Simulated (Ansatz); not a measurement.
Consider InAs in the zinc blende structure (space group F-43m, No. 216).

```yaml
crystal:
  lattice:
    - [0.00000, 3.01303, 3.01303]
    - [3.01303, 0.00000, 3.01303]
    - [3.01303, 3.01303, 0.00000]
  atoms:
    - { symbol: In, position: [0.00000, 0.00000, 0.00000] }
    - { symbol: As, position: [0.25000, 0.25000, 0.25000] }
```

Cartesian axes are those of the cell as printed.

The values are results of plane-wave PAW DFT at the LDA level (Ansatz, a first-principles code, 420 eV), no SOC, not measurements.

Base values:

The shortest interatomic distance is 2.609 Å.

The change: compressive biaxial strain of 0.83 % in the plane normal to [111], as in epitaxy on a mismatched substrate; the out-of-plane cell vector and the atoms relax.

Question: What does the calculation give for the shortest interatomic distance after the change?

Answer: The shortest interatomic distance shrinks by 0.012 Å, from 2.609 Å to 2.597 Å.

Question: Estimate the effect on the energy relative to the base.

Answer: The energy grows by 1.5 meV/atom.

The mesh was chosen for an insulator and is coarse for the gapless case. Stability against distortions was not tested. The final runs are not spin-polarised.
